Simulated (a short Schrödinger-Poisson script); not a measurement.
Stack: MOS inversion layer, SiO2 on p-type Si(100), at 300 K.

```csv
layer,material,thickness (nm),Na (cm⁻³)
1,SiO2,2.2,-
2,Si,720,3.6e17
```

Constants are typed, rounded textbook-type inputs, not results; the design itself was drawn at random and stands for no fabricated device. SiO2: permittivity 3.9, conduction-band edge (eV) 3.15, gap (eV) 9, electron mass (mₑ) 0.5. Si: permittivity 11.7, conduction-band edge (eV) 0, gap (eV) 1.124, Nv at 300 K (cm⁻³) 3.1e19.

Channel valleys (confinement mass, in-plane density-of-states mass, number): Δ2 0.916, 0.19, 2; Δ4 0.19, 0.417, 4. At the gate the conduction-band edge of layer 1 lies 3.56 eV − eVg above the Fermi level of the channel; the field vanishes at the back. Gaps are held at their typed values at every temperature. Mesh 0.03 nm at interfaces.

Solved with a short Schrödinger-Poisson script written for these runs: 1D Poisson equation in equilibrium, electrons quantum, Hartree (BenDaniel-Duke, 12 states a valley, the channel's in-plane mass for all, wave functions ending at the dielectric), parabolic valleys, classical holes, full ionisation, no traps, pinning or gate leakage.

The same stack at other levels of the model or other numerical settings:

```tsv
run	sheet density of all electrons at Vg = 2.1 V (cm⁻²)	sheet density of all electrons at Vg = 0.9 V (cm⁻²)	capacitance at Vg = 2.1 V (μF/cm²)	centroid of the channel electrons at Vg = 2.1 V (nm)	rough cost against the base
base	1.14e13	1.75e12	1.34	1.43	about 1
electrons treated as classical, Boltzmann	1.35e13	(withheld)	1.52	0.37	0.04
electrons treated as classical, Fermi-Dirac	1.30e13	(withheld)	1.44	0.58	0.2
mesh six times as coarse	1.14e13	1.75e12	1.34	1.42	0.3
one subband a valley	1.13e13	1.74e12	1.34	(withheld)	0.4
```

### Question
What belongs in the gaps?

### Answer

- electrons treated as classical, Boltzmann, sheet density of all electrons at Vg = 0.9 V (cm⁻²): 2.51e12
- one subband a valley, centroid of the channel electrons at Vg = 2.1 V (nm): 1.40
- electrons treated as classical, Fermi-Dirac, sheet density of all electrons at Vg = 0.9 V (cm⁻²): 2.44e12

The classical rows ignore confinement, and Boltzmann statistics overrate the density once the band edge passes the Fermi level.
